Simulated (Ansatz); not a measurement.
Phonon-limited electron mobility of C (Fd-3m) in cm²/(V·s), r2SCAN, finite-displacement electron-phonon coupling, linearised Boltzmann equation (Ansatz, a program for electronic structure). Condition of this run: carrier concentrations 1e17 to 1e20 per cm^3 at 300 and 400 K. Geometry: relaxed with this functional, without spin-orbit coupling.

```json
[
 {"Condition": "300 K, 1e17 cm⁻³", "μ": "1730"},
 {"Condition": "300 K, 1e18 cm⁻³", "μ": "1720"},
 {"Condition": "300 K, 1e19 cm⁻³", "μ": "___"},
 {"Condition": "300 K, 1e20 cm⁻³", "μ": "1350"},
 {"Condition": "400 K, 1e17 cm⁻³", "μ": "___"},
 {"Condition": "400 K, 1e18 cm⁻³", "μ": "914"},
 {"Condition": "400 K, 1e19 cm⁻³", "μ": "894"},
 {"Condition": "400 K, 1e20 cm⁻³", "μ": "741"}
]
```

Problem. Fill in the missing entries.

Solution. 
- 300 K, 1e19 cm⁻³, μ: 1680
- 400 K, 1e17 cm⁻³, μ: 916

Scattering by harmonic phonons alone: no impurities, screening or carrier-carrier scattering, bands fixed at 0 K. From a coarser fine mesh the values given move by up to 1 %.
